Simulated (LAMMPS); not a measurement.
An MD run on a free-standing liquid film of Al with 25 % of Al sites Cu, 2156 atoms, at 1250 K.

Model: classical MD, pair style adp, file AlCu.adp (LAMMPS).

Q: Predict the surface tension, the number density in the middle, the excess potential energy of the surface.

A: surface tension: 0.80 ± 0.04 N/m; number density in the middle: 0.0638 Å⁻³; excess potential energy of the surface: 0.89 J/m².
